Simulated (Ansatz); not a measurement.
Base system: TaTlO3 in the cubic perovskite structure (space group Pm-3m, No. 221; a = 4.034 Å; a cell from a computed database, its experimental status unchecked).

Now apply this change: the cell is scaled by 1.0042 in all directions; the atoms relax in the strained cell.

Levels (all Ansatz, a first-principles code, PAW): PBEsol (420 eV, spin-orbit coupling left out); PBEsol+SOC (420 eV, with spin-orbit coupling).

The geometry is relaxed with PBEsol.

- PBEsol lowest conduction level above the VBM at special points: X 0.64 eV; Γ 0.66 eV; M 3.23 eV; R 4.44 eV
- PBEsol gap character: direct at X
- PBEsol width of the top valence band: 2.39 eV

**Question.** How does going to PBEsol+SOC change the lowest conduction level above the VBM at special points, gap character, electron mass and width of the top valence band?

**Answer.** The lowest conduction level above the VBM at special points becomes X 0.61 eV; Γ 0.50 eV; M 3.07 eV; R 4.30 eV (PBEsol: X 0.64 eV; Γ 0.66 eV; M 3.23 eV; R 4.44 eV); the gap character changes from direct at X to indirect, X → Γ; the electron mass (degenerate bands, along [100]) is 0.29, 0.88 mₑ (at Γ); the width of the top valence band shrinks by 0.07 eV (2.39 eV → 2.32 eV).

Single points use the geometry relaxed with PBEsol. The spin-orbit shifts are approximate. Spin-orbit coupling, missing from the scalar runs, can matter with Ta and Tl. Effective masses come from finite differences of ±0.01 Å⁻¹. No phonon test of stability was made. Many cubic perovskites are stable only at high temperature; tilts and polar distortions were not tested.
